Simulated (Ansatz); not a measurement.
SrO under load (space group Fm-3m), Ansatz (a first-principles code) with r2SCAN, rigid bands. Condition of this run: hydrostatic pressure of 10.8 GPa (compression positive) (the target of the relaxation). Band gap 3.70 eV, N_c = 3.08e19 cm⁻³ and N_v = 5.04e20 cm⁻³ at 300 K, conductivity masses of 0.489 mₑ (electrons) and 1.24 mₑ (holes). Take k_BT = 0.02585 eV.

Task: What thermal injection velocity √(2k_BT/πm) limits a ballistic channel?

Result: 7.69e6 cm/s for electrons and 4.83e6 cm/s for holes, a ratio of √(m_h/m_e) = 1.59, for dilute carriers.

Task: Find the intrinsic carrier density and the intrinsic Fermi level.

Result: n_i = √(N_c N_v) exp(−E_g/2k_BT) = 1.25e20 × exp(−71.56) = 1.0e-11 cm⁻³. The level lies (k_BT/2) ln(N_v/N_c) = 36 meV from mid-gap (positive towards the conduction band). Each 0.1 eV added to the gap lowers n_i by a factor of 6.9.

Task: A film of it is 2 nm thick. Estimate the confinement energies in an infinite well.

Result: ħ²π²/(2m t²) = 0.376 eV·nm²/(m/mₑ × t²) gives 192 meV for electrons and 75.8 meV for holes, so the gap would widen to about 3.97 eV. Finite barriers and nonparabolic bands lower this, and with several valleys or bands the heaviest mass along the normal sets the lowest level, not this average.

Rigid bands with the computed gap; masses take one relaxation time for all states. Spin-orbit coupling is left out; where it splits the top of the valence band, N_v and the p-type Seebeck coefficient come out somewhat high without it. Geometry: cell and atoms relaxed with PBEsol.
